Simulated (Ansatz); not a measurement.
Start from AlAs in the zinc blende structure (space group F-43m, No. 216; a = 5.674 Å).

It is then changed as follows: Ga replaces 25.0 % of the Al, ordered in a cell of 8 atoms (starting symmetry P-4m2) and fully relaxed.

The other end (x = 1) is GaAs in the zinc blende structure (space group F-43m, No. 216): 22.66 Å³/atom, gap 0.42 eV.

Levels (all Ansatz, a first-principles code, PAW, earlier PAW set): PBEsol (420 eV, spin-orbit coupling left out); PBEsol+SOC (420 eV, with spin-orbit coupling).

The geometry is relaxed with PBEsol.

```
Property                                     Value
----------------------------  --------------------
PBEsol band gap                            1.33 eV
PBEsol gap character               indirect, Γ → M
PBEsol smallest direct gap                 1.35 eV
PBEsol valence-band top at Γ  0.00, 0.00, -0.02 eV
```

Task: How does going to PBEsol+SOC change the band gap, gap character, smallest direct gap and valence-band top at Γ?

Result: The band gap drops by 0.10 eV (1.33 eV → 1.23 eV); the gap character (in this cell's own zone, which can be folded) remains indirect, Γ → M; the smallest direct gap decreases by 0.10 eV to 1.25 eV; the valence-band top at Γ (three highest Kramers pairs, from the VBM) becomes 0.00, -0.01, -0.31 eV (PBEsol: 0.00, 0.00, -0.02 eV).

Single points use the geometry relaxed with PBEsol. The spin-orbit shifts are approximate. These are small ordered cells, not random alloys; other orderings at the same x differ. Whether these cells are dynamically stable was not tested. Labels are those of the standard path for the cell's own space group.
